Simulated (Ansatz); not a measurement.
## BaTiO3: pressure series

The reference is BaTiO₃ in the cubic perovskite structure (space group Pm-3m, No. 221; a = 4.019 Å).

Cell and atoms are relaxed at each pressure.

Method: plane-wave PAW DFT at the PBE level (Ansatz, a program for electronic structure, 420 eV), without spin-orbit coupling.

| pressure (GPa) | volume per atom (Å³/atom) |
|---|---|
| -2 | 13.151 |
| 0 | 12.986 |
| 0.3 | 12.963 |
| 0.7 | 12.932 |
| 1.5 | 12.869 |
| 3 | 12.758 |
| 5 | ? |
| 7.5 | 12.453 |
| 10 | 12.299 |

**Question.** Fit the third-order Birch–Murnaghan form P(V) = (3B₀/2)[(V₀/V)^(7/3) − (V₀/V)^(5/3)]·[1 + (3/4)(B₀′ − 4)((V₀/V)^(2/3) − 1)] (squares taken in P) to the rows shown and predict the withheld row.

**Answer.** Least squares on the printed values gives V₀ = 12.986 Å³/atom, B₀ = 163 GPa, B₀′ = 4.5; this predicts 12.618 Å³/atom, and the run gives 12.618 Å³/atom, in agreement.

Measured bulk modulus of BaTiO3: 162 GPa (temperature not stated; as listed in Yu-ichiro Matsushita, Kazuma Nakamura, Atsushi Oshiyama, Physical Review B (2011)); the computed value is for a static lattice, so the two differ by thermal effects too.

Load acts through the strain it causes; cell and atoms are relaxed under it. No phonon test of stability was made. No other phases were tried under pressure. The final runs are not spin-polarised. Many cubic perovskites are stable only at high temperature; tilts and polar distortions were not tested. This is not the structure that BaTiO3 has at room temperature and ambient pressure.
